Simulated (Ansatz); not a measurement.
Band structure of CsCl (Pm-3m, 2 atoms in the cell).

```
CsCl
1.0
    4.11594     0.00000     0.00000
    0.00000     4.11594     0.00000
    0.00000     0.00000     4.11594
Cs Cl
1 1
Cartesian
  0.00000   0.00000   0.00000
  2.05797   2.05797   2.05797
```

Method: PBE (plane waves, PAW; Ansatz, an electronic-structure program).

Settings: basis.ecutwfc = 420 eV; kpoints.mp_grid.grid = 4 4 4; hamiltonian.xc = pbe; hamiltonian.pseudopotentials = {kind: paw} (the program's default PAW files); scf.occupations.method = fermi_dirac; scf.occupations.width = 0.01 eV; kpoints.band_path.npoints = 8.

The starting cell comes from a database of computed structures (which also holds hypothetical and non-ambient phases and stackings), without a prior relaxation at this level. Its lattice was rescaled by a random factor within 2.5 % of one.

Q: Predict the gap along the standard path and the places of the band edges.

A: The gap along the path is 5.30 eV, direct at Γ to within 0.01 eV.

Levels in eV from the top of the valence band on the path, bands 5 to 11:
```csv
point,5,6,7,8,9,10,11
Γ,-5.84,0.00,0.00,0.00,5.30,5.40,5.40
X,-5.70,-1.17,-0.24,-0.24,6.43,7.65,8.92
M,-5.61,-0.43,-0.43,-0.06,5.96,6.04,7.98
R,-6.38,-1.10,-1.10,-1.10,8.53,8.53,8.53
```

Keys are those of Ansatz 0.2.
